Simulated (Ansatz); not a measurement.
The starting structures come from a database of crystals and need not be the phases stable at ambient conditions.

 Where the default PAW files enter, the runs use the earlier of Ansatz's two default sets.

```yaml
crystal:
  lattice:
    - [3.99774, 0.00000, 0.00000]
    - [-1.99887, 3.46214, 0.00000]
    - [0.00000, 0.00000, 12.58652]
  atoms:
    - { symbol: Cd, position: [0.66667, 0.33333, 0.87502] }
    - { symbol: Cd, position: [0.33333, 0.66667, 0.37502] }
    - { symbol: Br, position: [0.00000, 0.00000, 0.74971] }
    - { symbol: Br, position: [0.00000, 0.00000, 0.24971] }
    - { symbol: Br, position: [0.33333, 0.66667, 0.00026] }
    - { symbol: Br, position: [0.66667, 0.33333, 0.50026] }
```

Space group of this cell: P6_3mc. The cell was relaxed by PBE-D3(BJ).

Transport runs along the normal of the first two printed cell vectors, the (001) plane of the conventional cell.

The gap is the functional's own, uncorrected, and κ follows it; spin-orbit coupling is left out. Mid-gap values are interpolated between the computed energies.

**Question.** Predict the band gap and the smallest decay constant κ at mid-gap from r2SCAN (Ansatz, a first-principles code).

**Answer.** Gap 3.44 eV on a 12×12×4 mesh; κ = 0.255 1/Å, at the zone centre.
